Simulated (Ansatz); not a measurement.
Consider ScAl₃ in the Cu3Au type structure (space group Pm-3m, No. 221; relaxed with 0.1 eV smearing).

```
ScAl3
1.0
    4.03268     0.00000     0.00000
    0.00000     4.03268     0.00000
    0.00000     0.00000     4.03268
Sc Al
1 3
Direct
  0.00000   0.00000   0.00000
  0.00000   0.50000   0.50000
  0.50000   0.00000   0.50000
  0.50000   0.50000   0.00000
```

All numbers come from LDA (Ansatz, a program for electronic structure, PAW, no spin-orbit coupling).

Strains are applied to the cell and any free atomic positions relax.

One change was made to it. Results:

The band gap stays zero; the pressure goes from zero to -5.9 GPa; the energy grows by 24 meV/atom.

Task: Name the change that was made.
A) isotropic strain +1.20 %
B) isotropic strain +3.00 %
C) isotropic strain +1.80 %
D) isotropic strain +0.60 %
E) isotropic strain +2.40 %

Result: E, isotropic strain +2.40 %. For comparison, the energy relative to the base in the other runs: isotropic strain +3.00 % gives +36 meV/atom; isotropic strain +0.60 % gives +1.6 meV/atom; isotropic strain +1.20 % gives +6.1 meV/atom; isotropic strain +1.80 % gives +14 meV/atom.

Whether these cells are dynamically stable was not tested. The final runs are not spin-polarised.
